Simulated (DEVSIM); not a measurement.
Structure: illuminated Si n-on-p cell, one wavelength, at 300 K.

```csv
layer (left to right),material,thickness (μm),Nd (cm⁻³),Na (cm⁻³),τn (s),τp (s),absorption coefficient (cm⁻¹)
1,Si,0.550,1.4e18,-,8.6e-5,2.1e-5,46000
2,Si,45.0,-,7.4e15,0.00091,0.00091,46000
```

Left contact: ohmic, minority hole recombination velocity 300 cm/s. Right contact: ohmic, minority electron recombination velocity 20000 cm/s. Voltage is applied to the left contact. Recombination: SRH at mid-gap, radiative, Auger. Light enters at the left, 4.1e17 photons cm⁻² s⁻¹, one pass, no reflection. Mobility is μmin + (μ − μmin)/(1 + (N/Nref)^α).

This is a model device: material constants are rounded textbook-type values typed into the input, and sizes, dopings and lifetimes were drawn at random. Values at 300 K.

```
parameter           Si
-------------  -------
gap (eV)         1.124
affinity (eV)     4.05
permittivity      11.7
Nc (cm⁻³)      2.86e19
Nv (cm⁻³)       3.1e19
μn (cm²/Vs)       1417
μp (cm²/Vs)        470
μn,min              52
μp,min              45
Nref,n          9.7e16
Nref,p          2.2e17
αn                0.68
αp                0.72
B (cm³/s)      4.7e-15
Cn (cm⁶/s)     2.8e-31
Cp (cm⁶/s)     9.9e-32
```

Simulated with DEVSIM: 1D drift-diffusion, Boltzmann statistics, complete ionisation; no tunnelling, impact ionisation, image-force lowering or self-heating.

The doping Na of layer 2 was swept, all else fixed.

```
doping Na of layer 2 (cm^-3)  dark forward voltage at 100 A/cm² (V)  potential step across the device at zero bias (V)  open-circuit voltage (V)  largest power (mW/cm²)
----------------------------  -------------------------------------  -------------------------------------------------  ------------------------  ----------------------
2.2e14                                                        0.785                                              0.740                     0.482                    24.9
7.4e14                                                        0.789                                              0.771                     0.515                    27.1
2.2e15                                                        0.795                                              0.799                     0.544                    28.9
7.4e15                                                        0.808                                              0.830                     0.577                    31.0
2.2e16                                                   (withheld)                                              0.859                (withheld)                    32.9
7.4e16                                                        0.850                                              0.890                     0.645                    35.2
2.2e17                                                        0.881                                              0.918                     0.681                    37.5
```

### Question
Some entries are withheld; supply them.

### Answer

- 2.2e16, dark forward voltage at 100 A/cm² (V): 0.825
- 2.2e16, open-circuit voltage (V): 0.608
